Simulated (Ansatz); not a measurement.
RuS₂ in the CdCl2 type structure (space group R-3m, No. 166; a hypothetical phase, not in the database extracts checked; layered, stacked along the Cartesian z axis)

```
RuS2
1.0
    1.62475     0.93805     5.22410
   -1.62475     0.93805     5.22410
    0.00000    -1.87610     5.22410
Ru S
1 2
Direct
  0.00000   0.00000   0.00000
  0.24351   0.24351   0.24351
  0.75649   0.75649   0.75649
```

Calculations: DFT with PBEsol-D3(BJ), PAW potentials and a 420 eV plane-wave cutoff in Ansatz (a quantum-chemistry and plane-wave program), without spin-orbit coupling. Γ-centred 17×17×17 mesh, Fermi–Dirac width 0.05 eV.

| Quantity | Result |
|---|---|
| Volume per atom | 15.92 Å³ |
| Density | 5.74 g/cm³ |
| Band gap | zero |
| Total energy | -2529.306 eV/atom (σ→0; compares only within this code and set-up) |

Whether these cells are dynamically stable was not tested. The final runs are not spin-polarised. RuS2 has a high density of states at the Fermi level and may be magnetic at this level.
